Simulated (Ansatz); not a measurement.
An Ansatz (a first-principles code) input (PBEsol (Ansatz; PAW; 420 eV plane waves; spin-orbit coupling left out)):

Ansatz 0.2 input:
```yaml
crystal:
  lattice:
    - [2.9798332353, 0, 0]
    - [0, 2.9798332353, 0]
    - [0, 0, 21.3211808625]
  atoms:
    - { symbol: O, position: [0.25, -0.25, 0.3517628807] }
    - { symbol: Mg, position: [0.75, 0.25, 0.3517628807] }
    - { symbol: O, position: [0.75, -0.75, 0.4505876269] }
    - { symbol: Mg, position: [1.25, -0.25, 0.4505876269] }
    - { symbol: O, position: [1.25, -1.25, 0.5494123731] }
    - { symbol: Mg, position: [1.75, -0.75, 0.5494123731] }
    - { symbol: O, position: [1.75, -1.75, 0.6482371193] }
    - { symbol: Mg, position: [2.25, -1.25, 0.6482371193] }
basis: { ecutwfc: 420, ecutrho_ratio: 4, xc_grid: 2, fft_grid_basis: typed }
kpoints: { mp_grid: { grid: [11, 11, 1] } }
hamiltonian:
  xc: pbesol
  dispersion: none
  pseudopotentials: { kind: paw }
scf: { occupations: { method: fermi_dirac, width: 0.05 }, convergence: { dr2_threshold: 0.0000000008 } }
relax: { f_tol: 0.01, max_steps: 50 }
output: { forces: true, stress: true }
checkpoint: { write: state.ck, write_every: 1000 }
```

**Question.** Which symmetry and how many k-points will the program report, and about how many plane waves at Γ?

**Answer.** Space group P4/nmm (ITA 129) with 16 operations, k-points 21 of 121, and 3563 plane waves at Γ.

Whether these cells are dynamically stable was not tested. The cell was made from MgO in the rock salt structure (space group Fm-3m, No. 225) by this change: a free-standing slab of 4 layers (8 atoms, 2 a layer) is cut normal to the z axis, with 15 Å of vacuum and the in-plane cell held at bulk.
